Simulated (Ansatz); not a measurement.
**Pressure series in As**

Take As in the A7 type structure (space group R-3m, No. 166; layered) as the base.

As is modelled in the trigonal space group R-3m, hexagonal axes (No. 166), Pearson symbol hR2. Cell: a = 3.784 Å, b = 3.784 Å, c = 10.107 Å, α = 90.00°, β = 90.00°, γ = 120.00°. As on 6c sees 3 As at 2.535 Å and 3 As at 3.018 Å (octahedral). (Neighbours: up to the widest gap in distance over summed covalent radii, below 1.35, at either atom.)
(The calculation used a cell of 2 atoms; values per cell refer to that cell.)

Cell and atoms are relaxed at each pressure.

Method: PBE-D3(BJ), PAW, 420 eV (Ansatz, a quantum-chemistry and plane-wave program; no spin-orbit coupling), earlier PAW set.

| change | c/a ratio | shortest interatomic distance | density |
|---|---|---|---|
| base | 2.671 | 2.535 Å | 5.96 g/cm³ |
| pressure −2 GPa | … | 2.546 Å | 5.69 g/cm³ |
| pressure −1 GPa | 2.702 | 2.541 Å | 5.83 g/cm³ |
| pressure 0.3 GPa | 2.665 | 2.534 Å | 5.99 g/cm³ |
| pressure 0.7 GPa | 2.654 | 2.532 Å | 6.03 g/cm³ |
| pressure 1.5 GPa | 2.637 | 2.528 Å | 6.12 g/cm³ |
| pressure 3 GPa | 2.612 | 2.521 Å | 6.26 g/cm³ |
| pressure 5 GPa | 2.584 | … | 6.44 g/cm³ |
| pressure 7.5 GPa | 2.558 | 2.503 Å | 6.63 g/cm³ |
| pressure 10 GPa | 2.538 | … | 6.81 g/cm³ |

Task: What belongs in the blanks?

Result: 
- pressure −2 GPa, c/a ratio: 2.745
- pressure 5 GPa, shortest interatomic distance: 2.512 Å
- pressure 10 GPa, shortest interatomic distance: 2.494 Å

The mesh was chosen for an insulator and is coarse for the gapless case. Load acts through the strain it causes; cell and atoms are relaxed under it. Stability against distortions was not tested. Competing high-pressure phases were not computed.
